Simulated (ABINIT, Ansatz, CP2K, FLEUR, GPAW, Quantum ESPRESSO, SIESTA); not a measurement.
## MgAsPt5 (P4/mmm, 7 atoms in the cell) computed with different codes at matched settings

Self-consistent single point.

```yaml
crystal:
  lattice:
    - [3.89382, 0.00000, 0.00000]
    - [0.00000, 3.89382, 0.00000]
    - [0.00000, 0.00000, 7.02621]
  atoms:
    - { symbol: Mg, position: [0.00000, 0.00000, 0.00000] }
    - { symbol: As, position: [0.50000, 0.50000, 0.50000] }
    - { symbol: Pt, position: [0.50000, 0.50000, 0.00000] }
    - { symbol: Pt, position: [0.00000, 0.50000, 0.27910] }
    - { symbol: Pt, position: [0.00000, 0.50000, 0.72090] }
    - { symbol: Pt, position: [0.50000, 0.00000, 0.27910] }
    - { symbol: Pt, position: [0.50000, 0.00000, 0.72090] }
```

All programs got the same cell, k-point mesh and kind of occupations (in Ansatz's words: kpoints.mp_grid.grid = 6 6 3; scf.occupations.method = gaussian; scf.occupations.width = 0.1 eV); potentials, basis and cutoffs are each program's usual ones.

| code | model | pressure (GPa) | largest force (eV/Å) | k-points | cutoff |
|---|---|---|---|---|---|
| FLEUR | PBEsol, all-electron FLAPW (FLEUR), scalar-relativistic valence | – | 0.080 | 20 | Kmax 3.8 1/bohr |
| SIESTA | GGA PBEsol, numerical atomic orbitals DZP, PseudoDojo PBEsol standard norm-conserving potentials (rewritten from UPF to PSML) | 9.74 | 0.490 | 60 | grid 300 Ry |
| GPAW | PBEsol, GPAW PAW datasets PBEsol (made by gpaw-setup) | 6.56 | 0.021 | 20 | 800 eV |
| Quantum ESPRESSO | PBEsol, GBRV 1.5 ultrasoft (PBESOL) pseudopotentials | 5.67 | 0.046 | 20 | 40 Ry |
| Ansatz | PBEsol, PAW files made with PBE | 6.07 | 0.030 | 20 | 420 eV |
| ABINIT | PBEsol, norm-conserving pseudopotentials (PseudoDojo nc-sr-04 PBEsol standard) | 5.98 | 0.016 | 20 | 42 Ha |
| CP2K | PBEsol, GPW, TZVP-MOLOPT-SR-GTH basis, GTH-PBE potentials (GTH_POTENTIALS) | 9.23 | 0.086 | 56 | grid 500 Ry |

A dash marks a value that a program does not give, or that is left out as unsure.

The spread over the programs that give each value: pressure within 4.07 GPa; largest force within 0.474 eV/Å.

The starting cell comes from a database of computed structures (which also holds hypothetical and non-ambient phases and stackings), without a prior relaxation at this level. Its lattice was rescaled by a random factor within 2.5 % of one. On Ansatz's run: Spin-orbit coupling is off. Spin polarisation is off; with an odd number of electrons in the cell that forces a metal, and a magnetic state may lie lower. In the base run, with a pressure of about 6 GPa the cell is away from its equilibrium volume at this level.

Q: Why do the programs differ, and what cannot be compared?

A: Differences of this kind can come from the potentials, where these differ, and from what each basis and cutoff leave unconverged. The valence holds different numbers of electrons (FLEUR 105, SIESTA 115, GPAW 95, Quantum ESPRESSO 95, Ansatz (a first-principles code) 115, ABINIT 115, CP2K 97). The zero of total energies and Fermi levels follows the potentials and each program's conventions, so they are not compared here. SIESTA and CP2K use small atom-centred bases, whose incompleteness enters pressures, forces and empty levels differently from a plane-wave cutoff. FLEUR treats all electrons, but the usual bases taken here (sphere radii, linearisation, local orbitals, empty states) were not tested for convergence, so the values are no reference for the others. Ansatz's pressure is given at a fixed set of plane waves, as the other plane-wave codes print theirs; with its correction for the finite basis it is 6.14 GPa. The programs reduce the same mesh by symmetry to different extents, which changes the work and not the result. In the pressure, SIESTA (by 3.71) and CP2K (by 3.20) lie more than 1 GPa from the median of the plane-wave programs. In the force vectors, SIESTA (by 0.488) and CP2K (by 0.084) lie more than 0.08 eV/Å from the median of the plane-wave programs.

Left out of this page: Elk (not drawn, or without a comparable value).

Keys are those of Ansatz 0.2.
